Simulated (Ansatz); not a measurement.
Point defect F on the O site (F_O) in alpha quartz

The numbers are results of PBE, PAW (plane waves to 420 eV; Ansatz, an electronic-structure program), not measurements. The supercell holds 72 host sites (2×2×2 repeats of the unit cell), with a 2×2×2 Γ-centred k-point sampling for the final energies. Site at the start: the O site. Finite-size correction: monopole term and site-potential alignment. Dielectric constants: PBE linear response of the host. Host gap at this level: 5.68 eV. Finite-size and sampling errors can reach tenths of an eV here. The semilocal functional narrows the gap, so deep levels can fall outside it. Spin–orbit coupling is left out. Each state is the lowest found from its start.

Formation energies E_f are given with the Fermi level at the valence-band maximum. Chemical conditions: O-rich (Δμ(O) = 0.00 eV, Δμ(F) = -1.83 eV, bounded by SiF4 molecule; only phases computed here count, gases as isolated molecules at 0 K); Si-rich (Δμ(O) = -4.16 eV, Δμ(F) = -3.91 eV, bounded by SiF4 molecule; only phases computed here count, gases as isolated molecules at 0 K). Reference phases: F: F2 molecule in a box, O: O2 molecule in a box.

In at least one state atoms left their starting sites on relaxation (a large move, or an atom on the emptied site), so the name describes the start.

```csv
charge,moment (μB),point group,largest move off a lattice site (Å),image correction with alignment (eV),"E_f, O-rich (eV)","E_f, Si-rich (eV)"
+1,not spin-polarised,C1,0.17,0.40,0.48,-1.60
0,1.0,C1,0.85,0.00,4.68,2.60
−1,not spin-polarised,C1,1.57,0.36,8.19,6.11
```

Point groups are those of the whole cell at tolerances of 0.03 and 0.1 Å ("near" where only the looser one holds); none is given for unsettled states.

Transition levels above the valence-band maximum: ε(+1/0) = 4.20 eV; ε(0/−1) = 3.52 eV. On the lower envelope of the bound states, inside the gap: (+1/−1) at 3.86 eV; the others aren't thermodynamic.

Flagged in the runs: a host whose relaxation on this sampling wasn't shown to rest, a strain field that reaches the edge of the cell.

All states together cost about 2.5 core-hours (a rough figure).
